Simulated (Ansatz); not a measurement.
Base system: GaSb in the zinc blende structure (space group F-43m, No. 216; a = 6.213 Å).

All numbers come from PBE (Ansatz, an electronic-structure program), no spin-orbit coupling.

Before the change:

| Property | Result |
|---|---|
| Band gap | zero |

The change: every lattice vector is stretched by 1.50 %, atoms relaxed at fixed cell.

Problem. Predict the new band gap and energy relative to the base.

Solution. The band gap stays zero; the energy rises by 8.0 meV/atom.

Spin-orbit coupling, missing from the scalar runs, can matter with Sb. The cells carry an imposed strain or load. No phonon test of stability was made. The final runs are not spin-polarised. A zero or small gap of GaSb can be the functional's error rather than a property of the material.
